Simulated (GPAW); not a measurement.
Worked example: self-consistent single point of Sn (I4_1/amd, 2 atoms in the cell) in GPAW

Method of the run: PBE, GPAW PAW datasets PBE (gpaw-data 1.0.1) (plane waves; GPAW).

Input as run:

```python
from ase import Atoms
from ase.units import GPa
from gpaw import GPAW

atoms = Atoms(['Sn', 'Sn'],
              cell=[[-2.995121, 2.995121, 1.629207],
                    [2.995121, -2.995121, 1.629207],
                    [2.995121, 2.995121, -1.629207]],
              positions=[[0.000000, 2.995121, 0.814604],
                         [0.000000, 0.000000, 0.000000]],
              pbc=True)

calc = GPAW(mode={'name': 'pw', 'ecut': 600},
            xc='PBE',
            kpts={'size': (8, 8, 8), 'gamma': True},
            occupations={'name': 'methfessel-paxton', 'width': 0.05, 'order': 0},
            nbands=-6,
            convergence={'density': 1e-05, 'energy': 1e-05},
            symmetry={'symmorphic': False, 'tolerance': 0.0005},
            maxiter=120,
            txt='-')

atoms.calc = calc

energy = atoms.get_potential_energy()
print('Energy (eV):', round(energy, 6))
forces = atoms.get_forces()
print('Forces (eV/Ang):')
print(forces.round(5))
stress = atoms.get_stress()
print('Stress (GPa, Voigt):', (stress / GPa).round(4))
```

Output (repeated stretches shortened):

```
Input parameters:
  convergence: {density: 1e-05,
                energy: 1e-05}
  kpts: {gamma: True,
         size: (8, 8, 8)}
  maxiter: 120
  mode: {ecut: 600,
         name: pw}
  nbands: -6
  occupations: {name: methfessel-paxton,
                order: 0,
                width: 0.05}
  symmetry: {symmorphic: False,
             tolerance: 0.0005}
  xc: PBE

species:
  Sn:
    name: Tin
    Z: 50.0
    valence: 14
    core: 36
    charge: 0.0
    file: Sn.PBE.gz

    # Using partial waves for Sn as LCAO basis

Reference energy: -336021.386614  # eV

Spin-paired calculation

Convergence criteria:
 Maximum [total energy] change in last 3 cyles: 1e-05 eV / valence electron
 Maximum integral of absolute [dens]ity change: 1e-05 electrons / valence electron
 Maximum integral of absolute [eigenst]ate change: 4e-08 eV^2 / valence electron
 Maximum number of scf [iter]ations: 120

Symmetries present (total): 16
Symmetries with fractional translations: 8
512 k-points: 8 x 8 x 8 Monkhorst-Pack grid + [1/16,1/16,1/16]
59 k-points in the irreducible part of the Brillouin zone
       k-points in crystal coordinates                weights
   0:     0.00000000    0.00000000    0.00000000          1/512
   1:     0.12500000   -0.12500000    0.00000000          4/512
   2:     0.12500000   -0.12500000    0.12500000          4/512
   [... 7 lines left out ...]
          ...
  58:     0.50000000    0.50000000    0.50000000          1/512

Wave functions: Plane wave expansion
  Cutoff energy: 600.000 eV
  Number of coefficients (min, max): 1915, 1982
  Pulay-stress correction: 0.000000 eV/Ang^3 (de/decut=0.000000)

Occupation numbers: Methfessel-Paxton:
  width: 0.0500  # eV
  order: 0

Eigensolver

Densities:
  Coarse grid: 28*28*28 grid
  Fine grid: 56*56*56 grid
  Total Charge: 0.000000

Density mixing:
  Method: separate
  Backend: pulay
  Linear mixing parameter: 0.05
  old densities: 5
  Damping of long wavelength oscillations: 50

Hamiltonian:
  XC and Coulomb potentials evaluated on a 56*56*56 grid
  External potential:
    NoExternalPotential

XC parameters: PBE with 2 nearest neighbor stencil

Number of atoms: 2
Number of atomic orbitals: 18
Number of bands in calculation: 20
Number of valence electrons: 28
Bands to converge: occupied

Density initialized from atomic densities
  18 bands from LCAO basis set
  2 bands from random numbers

Atomic positions and initial magnetic moments

Positions:
   0 Sn     0.000000    2.995121    0.814604    ( 0.0000,  0.0000,  0.0000)
   1 Sn     0.000000    0.000000    0.000000    ( 0.0000,  0.0000,  0.0000)

Unit cell:
           periodic     x           y           z      points  spacing
  1. axis:    yes   -2.995121    2.995121    1.629207    28     0.1022
  2. axis:    yes    2.995121   -2.995121    1.629207    28     0.1022
  3. axis:    yes    2.995121    2.995121   -1.629207    28     0.1513

  Lengths:   4.538261   4.538261   4.538261
  Angles:   97.404671  97.404671 137.923188

Effective grid spacing dv^(1/3) = 0.1386

     iter     time        total  log10-change:
                         energy   eigst   dens
iter:   1 --:--:--    -8.001912
iter:   2 --:--:--    -8.015062   -1.53  -1.69
iter:   3 --:--:--    -8.013056   -2.08  -1.71
iter:   4 --:--:--    -8.018938   -3.28  -2.34
iter:   5 --:--:--    -8.011151   -3.43  -2.57
iter:   6 --:--:--    -8.010730   -4.65  -3.16
iter:   7 --:--:--    -8.010575   -5.83  -3.23
iter:   8 --:--:--    -8.010562c  -5.59  -3.29
iter:   9 --:--:--    -8.010564c  -6.19  -3.91
iter:  10 --:--:--    -8.010566c  -6.97  -4.06
iter:  11 --:--:--    -8.010564c  -6.98  -4.00
iter:  12 --:--:--    -8.010564c  -7.44c -4.16
iter:  13 --:--:--    -8.010564c  -8.06c -4.47
iter:  14 --:--:--    -8.010564c  -7.76c -4.67
iter:  15 --:--:--    -8.010564c  -9.01c -4.89
iter:  16 --:--:--    -8.010564c  -9.48c -4.89
iter:  17 --:--:--    -8.010564c  -8.38c -4.93
iter:  18 --:--:--    -8.010564c  -9.60c -5.10c

Converged after 18 iterations.

Dipole moment: (-6.272112, 6.272112, 0.000003) |e|*Ang

Energy contributions relative to reference atoms: (reference = -336021.386614)

Kinetic:         +5.782489
Potential:       -6.075519
External:        +0.000000
XC:              -7.729696
Entropy (-ST):   -0.001889
Local:           +0.013108
SIC:             +0.000000
--------------------------
Free energy:     -8.011508
Extrapolated:    -8.010564

Showing only first 2 kpts
 Kpt  Band  Eigenvalues  Occupancy
  0    12      4.49239    2.00000
  0    13      4.49240    2.00000
  0    14      9.37442    0.00000
  0    15     12.12696    0.00000

  1    12      4.64753    2.00000
  1    13      5.08668    2.00000
  1    14      9.97436    0.00000
  1    15     11.09392    0.00000

Fermi level: 6.26858

No gap
No difference between direct/indirect transitions
Energy (eV): -8.010564

Forces in eV/Ang:
  0 Sn    0.00000    0.00000   -0.00000
  1 Sn    0.00000    0.00000    0.00000

Stress tensor:
     0.010467     0.000000    -0.000000
     0.000000     0.010467     0.000000
    -0.000000     0.000000     0.005001
Stress (GPa, Voigt): [ 1.6771  1.6771  0.8013  0.     -0.      0.    ]
```

The run converged in 18 iterations. GPAW prints stress with tension positive.

The starting cell comes from a database of computed structures (which also holds hypothetical and non-ambient phases and stackings), without a prior relaxation at this level. Its lattice was rescaled by a random factor within 2.5 % of one.

Cost on one core of a shared machine: roughly 80 s.
